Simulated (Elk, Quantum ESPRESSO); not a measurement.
# Equation of state of CsCl-type RuAl (space group 221): energy against volume (Elk, PBE)

```yaml
crystal:
  lattice:
    - [2.93683, 0.00000, 0.00000]
    - [0.00000, 2.93683, 0.00000]
    - [0.00000, 0.00000, 2.93683]
  atoms:
    - { symbol: Al, position: [0.50000, 0.50000, 0.50000] }
    - { symbol: Ru, position: [0.00000, 0.00000, 0.00000] }
```

Method of the run: PBE, all-electron FP-LAPW, Elk's shipped species files, APW+lo basis with extra local orbitals run with Elk. Settings: xctype = 20; rgkmax = 9.12; swidth = 0.00183747 Ha; ngridk = 19 19 19; tforce = true; gmaxvr = 18 1/bohr; lmaxapw = 10; lmaxo = 8; nxlo = 2; lorbcnd = true; lradstp = 2; nrmtscf = 2; rmtscf = 0.94; lmaxi = 4; maxscl = 100; sphere radii = {Al: 2.068, Ru: 2.444} bohr. The cell above is the first row's. The rows scale it uniformly. In all rows fractional positions and the k mesh are held. E is the free energy at the stated smearing, counted from the lowest row.

| V (Å^3/atom) | E (meV/atom) |
|---|---|
| 12.665 | ? |
| 12.940 | 19.23 |
| 13.216 | 5.53 |
| 13.491 | 0.00 |
| 13.766 | 1.75 |
| 14.042 | 10.06 |
| 14.317 | 24.21 |
| 14.592 | 43.62 |
| 14.868 | 67.70 |

Using the third-order Birch-Murnaghan form, a cubic in V^(-2/3), estimate the missing E at V = 12.665 from the other rows, showing the fit.

With u = V^(-2/3) - 0.173, the rows have u = 0.008431, 0.005896, 0.003456, 0.001098, -0.001190, -0.003398, -0.005535, -0.007614. Least squares gives E = 4.941 - 3580.06·u + 618892·u² + 815644·u³. Residuals (row less fit): -0.008, 0.015, 0.006, -0.007, -0.016, -0.010, 0.041, -0.019; standard error 0.026 (degrees of freedom: 4). Its minimum lies at u = 0.002876, so V0 = (0.175876)^(-3/2) = 13.56. There d²E/du² = 1252000 and d³E/du³ = 4894000, so B0 = (4/9) × 13.56^(-7/3) × 1252000 × 0.160218 = 203 GPa (the last factor turns the table's units into GPa), and B0' = 4 + (2/3) × 0.175876 × (4894000)/1252000 = 4.5. At the withheld row, u = 0.011047, so E = 4.941 - 3580.06 × 0.011047 + 618892 × 0.011047² + 815644 × 0.011047³ = 42.019 meV/atom. The calculation gives 42.04 meV/atom, 0.021 meV/atom above the prediction (under 0.05 % of the range of E in the table). The row lies outside the fitted rows, so this is an extrapolation. From the scatter of the fitted rows alone, a prediction at this place has a standard error of 0.078 meV/atom, so the miss is 0.3 times that.

Carrying the step between the two nearest rows on in a straight line would have given 32.88, off by 9.16; series whose last step already gives the withheld value aren't shown. The scan was laid around a cell of about the measured size, scaled by a guess for this functional. The runs keep the symmetry of the cell, so they don't test it for distortions. A plane-wave scan with the same functional (Quantum ESPRESSO, GBRV) gives V0 = 13.55 Å^3/atom and B0 = 203 GPa; a Birch-Murnaghan fit to all rows here lies 0.0 % from it in V0 and 0 % in B0; the two differ in basis, and may differ in potentials and mesh. Spin polarisation is off. Values depend on the basis (sphere radii, cutoffs, local orbitals), which need not be converged. Sphere radii are the same in all rows. Cutoffs and mesh are single choices, not tested for convergence of this quantity. Series with a scatter that would blur these digits, or in which a gap closes, are not shown. Nor are scans whose minimum lies at an end fitted in this form.
